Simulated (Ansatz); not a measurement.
The parent structure is TiC in the rock salt structure (space group Fm-3m, No. 225; a = 4.293 Å; relaxed with 0.1 eV smearing).

All numbers come from Ansatz (a quantum-chemistry and plane-wave program), PBEsol, PAW, cutoff 420 eV, without spin-orbit coupling.

For the base:

| Quantity | Result |
|---|---|
| Pressure | 0.0 GPa |
| Band gap | zero |

One thing is altered: an isotropic linear strain of −1.50 %, atoms relaxed at fixed cell.

Task: Estimate the effect on the energy relative to the base.

Result: The energy goes up by 17 meV/atom.

Task: Predict the new pressure.

Result: The pressure goes from zero to 13.3 GPa.

Task: Estimate the effect on the band gap.

Result: The band gap remains zero.

No phonon test of stability was made. All final runs are without spin polarisation.
